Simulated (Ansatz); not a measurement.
Where the default PAW files enter, the runs use the earlier of Ansatz's two default sets.

Crystal: Hf$_{3}$N$_{4}$ (I-43d, not sure to be the ambient phase, 14 atoms a cell, 10.8 Å³ an atom, -2 GPa at this level); both levels run on this one cell.

Complex bands along the normal of (110) by Ansatz (plane waves, PAW, no spin-orbit coupling). r2SCAN gives a gap of 1.38 eV and a slowest mid-gap decay of 0.201 1/Å.

**Question.** What does PBE give on the same cell, and what does that do to the current through 2 nm?

**Answer.** Gap 1.03 eV, κ = 0.176 1/Å. The mid-gap transmission through 2 nm changes by exp(2 × 20 × (0.201 − 0.176)) = a factor of 2.7 against r2SCAN.

Ansatz is a quantum-chemistry and plane-wave program.
